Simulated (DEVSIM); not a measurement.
Structure: illuminated Si n-on-p cell, one wavelength, at 400 K.

Layer 1 from the left is Si, thickness (μm) 0.550, Nd (cm⁻³) 5.5e17, τn (s) 1.2e-7, τp (s) 4.8e-8, absorption coefficient (cm⁻¹) 510. Layer 2 from the left is Si, thickness (μm) 280, Na (cm⁻³) 5.2e16, τn (s) 5.8e-7, τp (s) 5.8e-7, absorption coefficient (cm⁻¹) 510.

Left contact: ohmic, minority hole recombination velocity 8000 cm/s. Right contact: ohmic, minority electron recombination velocity 6e5 cm/s. Voltage is applied to the left contact. Recombination: SRH at mid-gap, radiative, Auger. Light enters at the left, 2e17 photons cm⁻² s⁻¹, one pass, no reflection. Mobility is constant in doping.

Constants are typed, rounded textbook-type inputs, not results; the design itself was drawn at random and stands for no fabricated device. Values at 300 K; Nc and Nv go as T^1.5, mobilities as T to minus their exponent, the gap by Varshni's rule with the affinity fixed.

Si: gap (eV) 1.124, affinity (eV) 4.05, permittivity 11.7, Nc (cm⁻³) 2.86e19, Nv (cm⁻³) 3.1e19, μn (cm²/Vs) 1417, μp (cm²/Vs) 470, T exponent of μn 2.3, T exponent of μp 2.2, B (cm³/s) 4.7e-15, Cn (cm⁶/s) 2.8e-31, Cp (cm⁶/s) 9.9e-32, Varshni α (eV/K) 0.000473, Varshni β (K) 636.

DEVSIM, 1D drift-diffusion, Boltzmann statistics, complete ionisation; no tunnelling, impact ionisation, image-force lowering or self-heating.

Dark forward current:

```
|V| (V)  |J| (A/cm²)
-------  -----------
0.05        4.072e-6
0.10        1.773e-5
0.15        6.888e-5
0.20       0.0002720
0.25        0.001106
0.30        0.004582
0.35         0.01915
0.40         0.07935
0.45          0.3109
0.50           1.031
0.55           2.585
0.60           4.968
0.65           7.976
0.70           11.45
0.75           15.30
0.80           19.48
0.85           23.99
0.90           28.82
0.95           33.98
1.00           39.47
1.05           45.31
1.10           51.52
1.15           58.10
1.20           65.08
1.25           72.47
1.30           80.27
```

Work out the local ideality factor n = ΔV / (kT/q · ln(J2/J1)) between the rows 0.15 and 0.20 V, 0.30 and 0.35 V, 1.25 and 1.30 V.

kT/q = 34.47 mV. From 0.15 to 0.20 V: ln(0.0002720/6.888e-5) = 1.373, n = 1.06, near the 1 of diffusion or emission over a barrier. From 0.30 to 0.35 V: ln(0.01915/0.004582) = 1.430, n = 1.01, near the 1 of diffusion or emission over a barrier. From 1.25 to 1.30 V: ln(80.27/72.47) = 0.102, n = 14.19.

What current could the absorbed light give at most, and what share is collected?

Σ αd = 14.3, so qΦ(1 − exp(−Σ αd)) = 32.0 mA/cm². The simulated short-circuit current is 21.53 mA/cm², a share of 0.67.

Estimate the open-circuit voltage by superposition: the voltage at which the dark current equals that short-circuit current.

Interpolating ln J in the table gives 0.354 V. The simulation gives 0.354 V, the same within the digits that matter. Superposition holds where collection doesn't change with voltage.

Estimate the fill factor from FF0 = (v − ln(v + 0.72))/(v + 1), v = qVoc/(nkT), with n from the dark curve.

The rows about Voc, 0.35 and 0.40 V, give n = 1.02, so v = 10.1 and FF0 = 0.695. The simulation gives 0.696, the same within the digits that matter.
